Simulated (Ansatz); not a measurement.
## GaSb (model structure, within 0.1 Å of Fm-3m, No. 225, 8 atoms in the cell)

Method: LDA (Ansatz, a program for electronic structure, plane waves, PAW).

Run with plane-wave cutoff 520 eV, 6×14×12 k mesh (along the axes of the cell as run), Fermi–Dirac smearing 0.05 eV, scalar-relativistic PAW data made under PBE.

Cell (relaxed at this level):

```
CELL_PARAMETERS angstrom
     11.29989     0.00000     0.00000
      0.00000     3.97271     0.00000
      0.00000     0.00000     4.00918
ATOMIC_POSITIONS crystal
  Ga 0.12502 0.25000 0.25015
  Ga 0.37498 0.75000 0.75015
  Ga 0.87498 0.75000 0.74985
  Ga 0.62502 0.25000 0.24985
  Sb 0.87501 0.25000 0.24983
  Sb 0.62499 0.75000 0.74983
  Sb 0.12499 0.75000 0.75017
  Sb 0.37501 0.25000 0.25017
```

```json
{
 "band_gap": "zero (no gap)",
 "bulk_modulus": "69.1 GPa"
}
```

Note: the bulk modulus is −V dP/dV from two relaxed cells at ±2 % in volume.

Spin–orbit coupling is not included; it can open a gap where bands touch, and shift volumes and moduli.

Static lattice: no zero-point or thermal effects.

Cost on a shared machine: roughly 30 core-minutes.

A model structure was made by putting elements into a prototype or built by hand; it is no filed structure, need not be a known phase, and can be a saddle point held by its symmetry.
